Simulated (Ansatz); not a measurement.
The parent structure is C in the diamond structure (space group Fd-3m, No. 227; a = 3.554 Å). Axes: x, y, z lie along the cube axes.

Calculations: PBEsol (Ansatz, an electronic-structure program; PAW; 420 eV plane waves; scalar-relativistic without spin-orbit coupling).

For the base:

```
Quantity                            Result
---------------------  -------------------
Smallest direct gap                5.57 eV
Valence-band top at Γ  0.00, 0.00, 0.00 eV
Band gap                           4.03 eV
```

It is then changed as follows: a pure shear with ε_xy = ε_yx = 0.0200, atoms relaxed at fixed cell.

### Question
Estimate the effect on the smallest direct gap, stress, valence-band top at Γ, band gap and energy relative to the base.

### Answer
The smallest direct gap shrinks by 0.64 eV (5.57 eV → 4.93 eV); the stress (xx, yy, zz, yz, xz, xy; compression positive) amounts to (1.08, 1.08, 0.10, 0.00, 0.00, -22.97) GPa; the valence-band top at Γ (three highest levels, from the VBM) changes from 0.00, 0.00, 0.00 eV to 0.00, -0.12, -0.15 eV; the band gap drops by 0.305 eV (4.03 eV → 3.73 eV); the energy goes up by 16 meV/atom.

The cells carry an imposed strain or load. Stability against distortions was not tested.
